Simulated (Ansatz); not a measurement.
The reference is MgS in the rock salt structure (space group Fm-3m, No. 225).

```xyz
2
Lattice="0.0000 2.5910 2.5910 2.5910 0.0000 2.5910 2.5910 2.5910 0.0000" Properties=species:S:1:pos:R:3 pbc="T T T"
Mg     0.0000     0.0000     0.0000
S      2.5910     2.5910     2.5910
```

Cartesian axes are those of the cell as printed.

The values are results of DFT with PBEsol, PAW potentials and a 420 eV plane-wave cutoff in Ansatz (a program for electronic structure), scalar-relativistic without spin-orbit coupling, not measurements.

For the base:

| Item | Result |
|---|---|
| Shortest interatomic distance | 2.591 Å |
| Electron mass | 0.53 mₑ along k, 0.29 mₑ across (at X) |
| Band gap | 2.73 eV |

Perturbation: uniaxial strain ε_zz = −2.50 %, all other strain components held at zero; the atoms relax in the strained cell.

Task: Predict the new energy relative to the base, shortest interatomic distance, electron mass, band gap and stress.

Result: The energy rises by 5.7 meV/atom; the shortest interatomic distance shrinks by 0.065 Å, from 2.591 Å to 2.526 Å; the electron mass changes from 0.53 mₑ along k, 0.29 mₑ across (at X) to 0.51 mₑ along k, 0.30 mₑ across (at X); the band gap decreases by 0.073 eV, from 2.73 eV to 2.65 eV; the stress (xx, yy, zz, yz, xz, xy; compression positive) is (1.08, 1.08, 4.43, 0.00, 0.00, 0.00) GPa.

Masses are band curvatures over ±0.01 Å⁻¹ around the edge. Along k means along the line from Γ to the band edge. Semilocal Kohn–Sham gaps tend to fall short of experiment. Whether these cells are dynamically stable was not tested.
